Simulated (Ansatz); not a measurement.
# Cs, element substitutions

Take Cs in the bcc (W type) structure (space group Im-3m, No. 229) as the base.

```xyz
1
Lattice="-3.0784 3.0784 3.0784 3.0784 -3.0784 3.0784 3.0784 3.0784 -3.0784" Properties=species:S:1:pos:R:3 pbc="T T T"
Cs     0.0000     0.0000     0.0000
```

Each row replaces one element on all its sites; cell and atoms are relaxed.

Computed with PBE (Ansatz, a program for electronic structure), without spin-orbit coupling, earlier PAW set.

Candidates:
(a) Cs → Rb
(b) Cs → K
(c) Cs → Li

Base values:

The volume per atom comes out as 116.69 Å³.

Order them by volume per atom, highest first.

(a) Cs → Rb (91.19 Å³), (b) Cs → K (73.65 Å³), (c) Cs → Li (20.26 Å³)

Stability against distortions was not tested. The final runs are not spin-polarised.
